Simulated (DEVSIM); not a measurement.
**abrupt Ge p-n junction**

System: abrupt Ge p-n junction, at 300 K.

| layer (left to right) | material | thickness (μm) | Nd (cm⁻³) | Na (cm⁻³) | τn (s) | τp (s) |
|---|---|---|---|---|---|---|
| 1 | Ge | 5.20 | - | 1.7e16 | 2.9e-6 | 2.9e-6 |
| 2 | Ge | 11.0 | 5.3e17 | - | 2.9e-6 | 2.9e-6 |

Left contact: ohmic. Right contact: ohmic. Voltage is applied to the left contact. Recombination: SRH at mid-gap, Auger. Mobility is μmin + (μ − μmin)/(1 + (N/Nref)^α).

This is a model device: material constants are rounded textbook-type values typed into the input, and sizes, dopings and lifetimes were drawn at random. Values at 300 K.

| parameter | Ge |
|---|---|
| gap (eV) | 0.664 |
| affinity (eV) | 4 |
| permittivity | 16 |
| Nc (cm⁻³) | 1.04e19 |
| Nv (cm⁻³) | 6e18 |
| μn (cm²/Vs) | 3900 |
| μp (cm²/Vs) | 1900 |
| μn,min | 150 |
| μp,min | 100 |
| Nref,n | 2.6e17 |
| Nref,p | 4e17 |
| αn | 0.56 |
| αp | 0.6 |
| Cn (cm⁶/s) | 1e-31 |
| Cp (cm⁶/s) | 1e-31 |

DEVSIM, 1D drift-diffusion, Boltzmann statistics, complete ionisation; no tunnelling, impact ionisation, image-force lowering or self-heating.

```json
{
 "potential_step_across_the_device_at_zero_bias": "0.435 V",
 "largest_field_in_the_device_at_zero_bias": "46000 V/cm",
 "Dark forward voltage at 1 A/cm²": "0.189 V",
 "Dark forward voltage at 100 A/cm²": "0.312 V"
}
```

Dark reverse current:

```json
[
 {"V (V)": "-0.04", "J (A/cm²)": "-0.00055"},
 {"V (V)": "-0.10", "J (A/cm²)": "-0.00068"},
 {"V (V)": "-0.20", "J (A/cm²)": "-0.00070"},
 {"V (V)": "-0.30", "J (A/cm²)": "-0.00071"},
 {"V (V)": "-0.40", "J (A/cm²)": "-0.00071"},
 {"V (V)": "-0.60", "J (A/cm²)": "-0.00072"},
 {"V (V)": "-0.80", "J (A/cm²)": "-0.00072"},
 {"V (V)": "-1.00", "J (A/cm²)": "-0.00073"},
 {"V (V)": "-1.30", "J (A/cm²)": "-0.00074"},
 {"V (V)": "-1.60", "J (A/cm²)": "-0.00075"}
]
```

Dark forward current:

(V (V), J (A/cm²)): (0.05, 0.0041); (0.10, 0.032); (0.15, 0.23); (0.20, 1.6); (0.25, 11); (0.30, 67); (0.35, 340); (0.40, 1200); (0.45, 3000)
